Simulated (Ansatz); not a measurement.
**Lattice parameter a of zinc-blende KH (model structure) at several levels of theory**

No measured value is used here.

```csv
level (code),value (Å)
LDA (Ansatz),5.994
PBE (Ansatz),6.210
PBEsol (Ansatz),6.126
r²SCAN (Ansatz),6.200
HSE06 (Ansatz),6.200
```

K meshes differ between the levels. Ansatz's density-functional and Hartree–Fock values are scalar-relativistic unless marked +SOC, with PAW data made under PBE.

A model structure was made by putting elements into a prototype or built by hand; it is no filed structure, need not be a known phase, and can be a saddle point held by its symmetry.

Ansatz is a quantum-chemistry and plane-wave program.
